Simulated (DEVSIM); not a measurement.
Structure: Pt/SiO2/n-InP capacitor, at 300 K.

```tsv
layer (left to right)	material	thickness (nm)	Nd (cm⁻³)
1	SiO2	18.0	-
2	InP	1400	2.1e17
```

Metal gate on the left, work function 5.6 eV. Fixed charge at the semiconductor interface 0 cm⁻² (in units of +e); no interface traps.

The device is made up for the run: typed textbook-type constants, with dimensions and the other settings drawn at random. Values at 300 K.

```csv
parameter,SiO2,InP
gap (eV),9,1.344
affinity (eV),0.9,4.38
permittivity,3.9,12.5
Nc (cm⁻³),-,5.7e17
Nv (cm⁻³),-,1.1e19
```

Simulated with DEVSIM: 1D Poisson equation in equilibrium, Boltzmann statistics, complete ionisation; no quantum confinement or tunnelling. Metal contacts follow the ideal Schottky-Mott rule: no Fermi-level pinning, no interface dipoles.

Question: Tabulate band edges, carrier densities and field at -0.4 V on the gate.

Answer: Energies count from the Fermi level of the right contact; mesh points crowd at the junctions.

| x (μm) | Ec (eV) | Ev (eV) | n (cm⁻³) | p (cm⁻³) | field (V/cm) |
|---|---|---|---|---|---|
| 0.000 | 5.100 | -3.900 | < 1e2 | < 1e2 | -580000 |
| 0.001296 | 5.025 | -3.975 | < 1e2 | < 1e2 | -580000 |
| 0.003698 | 4.887 | -4.113 | < 1e2 | < 1e2 | -580000 |
| 0.008575 | 4.606 | -4.394 | < 1e2 | < 1e2 | -580000 |
| 0.01481 | 4.247 | -4.753 | < 1e2 | < 1e2 | -580000 |
| 0.01704 | 4.118 | -4.882 | < 1e2 | < 1e2 | -580000 |
| 0.01812 | 0.581 | -0.763 | 9.9e7 | 1700000 | -180000 |
| 0.02039 | 0.541 | -0.803 | 4.6e8 | 360000 | -170000 |
| 0.02457 | 0.472 | -0.872 | 6.8e9 | 24000 | -160000 |
| 0.03368 | 0.339 | -1.005 | 1.2e12 | 140 | -130000 |
| 0.05230 | 0.145 | -1.199 | 2.1e15 | < 1e2 | -76000 |
| 0.1147 | 0.026 | -1.318 | 2.1e17 | < 1e2 | -320 |
| 0.2300 | 0.026 | -1.318 | 2.1e17 | < 1e2 | ≈ 0 |
| 0.4812 | 0.026 | -1.318 | 2.1e17 | < 1e2 | ≈ 0 |
| 1.025 | 0.026 | -1.318 | 2.1e17 | < 1e2 | ≈ 0 |
| 1.232 | 0.026 | -1.318 | 2.1e17 | < 1e2 | ≈ 0 |
| 1.333 | 0.026 | -1.318 | 2.1e17 | < 1e2 | ≈ 0 |
| 1.378 | 0.026 | -1.318 | 2.1e17 | < 1e2 | ≈ 0 |
| 1.405 | 0.026 | -1.318 | 2.1e17 | < 1e2 | ≈ 0 |
| 1.412 | 0.026 | -1.318 | 2.1e17 | < 1e2 | ≈ 0 |
| 1.416 | 0.026 | -1.318 | 2.1e17 | < 1e2 | ≈ 0 |
| 1.418 | 0.026 | -1.318 | 2.1e17 | < 1e2 | ≈ 0 |
